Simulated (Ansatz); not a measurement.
Base system: HfPbO3 in the cubic perovskite structure (space group Pm-3m, No. 221; a = 4.119 Å; a cell from a computed database, its experimental status unchecked). Axes: x, y, z lie along the cube axes.

It is then changed as follows: tensor shear ε_xy = +0.29 % (engineering shear γ = 0.0058); the atoms relax in the strained cell.

Levels (all Ansatz, a first-principles code, PAW): PBEsol (420 eV, no SOC); r2SCAN (500 eV, no SOC); HSE06 (420 eV, without spin-orbit coupling).

One geometry, relaxed with PBEsol, under each level:

```json
[
 {"level": "PBEsol", "band gap": "2.37 eV", "lowest conduction level above the VBM at special points": "Z 2.37 eV; S 2.37 eV; Γ 4.18 eV; Y 4.40 eV", "pressure": "-0.01 GPa"},
 {"level": "r2SCAN", "band gap": "2.92 eV", "lowest conduction level above the VBM at special points": "Z 2.92 eV; S 2.92 eV; Γ 4.80 eV; Y 4.96 eV", "pressure": "1.75 GPa"},
 {"level": "HSE06", "band gap": "?", "lowest conduction level above the VBM at special points": "?", "pressure": "–"}
]
```

Q: Give the withheld HSE06 results.

A: 
- HSE06, band gap: 3.50 eV
- HSE06, lowest conduction level above the VBM at special points: Z 3.50 eV; S 3.51 eV; Γ 5.63 eV

Single points use the geometry relaxed with PBEsol. Their cutoffs differ, which shifts pressures a little. HSE06 was sampled on its mesh, a few special points and the semilocal edge points, so its gap is an upper bound. Spin-orbit coupling, missing from the scalar runs, can matter with Hf and Pb. Whether these cells are dynamically stable was not tested. Many cubic perovskites are stable only at high temperature; tilts and polar distortions were not tested. k-point labels follow each cell's own Brillouin zone.
